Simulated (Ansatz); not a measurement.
TiAl3 under a change: x(Lu) = 0.5, 8 atoms, P-4m2

Base system: TiAl3 (space group I4/mmm, No. 139; a = 3.8459 Å, c = 8.6199 Å).

The other end (x = 1) is Lu$_{3}$Ti (space group I4/mmm, No. 139; a hypothetical phase, not in the database extracts checked): 25.56 Å³/atom, gap zero; this end may not be an ambient phase.

Modification: a fraction x = 0.5 of the Al sites is given to Lu, ordered in a cell of 8 atoms (starting symmetry P-4m2) and fully relaxed.

Level of theory: plane-wave PAW DFT at the PBE level (Ansatz, an electronic-structure program, 420 eV), without spin-orbit coupling. Γ-centred 11×11×5 mesh, Fermi–Dirac width 0.05 eV, for the changed cell.

| quantity | base | changed | shift |
|---|---|---|---|
| volume per atom | 15.94 Å³ | 20.54 Å³ | +4.606 Å³ |
| density | 3.36 g/cm³ | 7.09 g/cm³ | +3.73 g/cm³ |
| shortest interatomic distance | 271.9 pm | 300.2 pm | +28.25 pm |
| band gap | zero | zero | – |
| mixing energy (to 0.01 eV only: unlike meshes or grids) (against an end that may be hypothetical) | – | -0.02 eV/atom | – |
| deviation of the volume from the linear (Vegard-type) interpolation | – | -1.0 % | – |

Final structure:

```xyz
8
Lattice="4.2453 0.0000 0.0000 0.0000 4.2453 0.0000 0.0000 0.0000 9.1187" Properties=species:S:1:pos:R:3 pbc="T T T"
Lu     0.0000     0.0000     4.5594
Al     2.1227     2.1227     0.0000
Al     0.0000     2.1227     2.1486
Al     2.1227     0.0000     6.9701
Lu     2.1227     0.0000     2.1957
Lu     0.0000     2.1227     6.9230
Ti     0.0000     0.0000     0.0000
Ti     2.1227     2.1227     4.5594
```

These are small ordered cells, not random alloys; other orderings at the same x differ. Stability against distortions was not tested. All final runs are without spin polarisation. An odd electron count without spin: TiAl3 and Lu3Ti. Lu3Ti2Al3 and Lu3Ti have a high density of states at the Fermi level and may be magnetic at this level.
